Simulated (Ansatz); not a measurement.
The (10-13) surface of hcp Mg in its 1x1 cell, outermost plane spacing 0.24 Å in the ideal cut

Method: r2SCAN, at the PBE geometry (plane waves to 500 eV, PAW; Ansatz, a first-principles code).

Set-up: 16 atoms, 10.5 Å thick at the start; mesh 12x4x1; 0.1 eV smearing; dipole correction on; single point; on the structure that PBE left under its start's symmetry; no spin, no spin-orbit, no U.

```
Item                                                      Result
-----------------------------------  ---------------------------
surface energy (mean of both faces)                    52 meV/Å²
work function of the top face                            3.63 eV
cost                                 very roughly 3 core-minutes
```
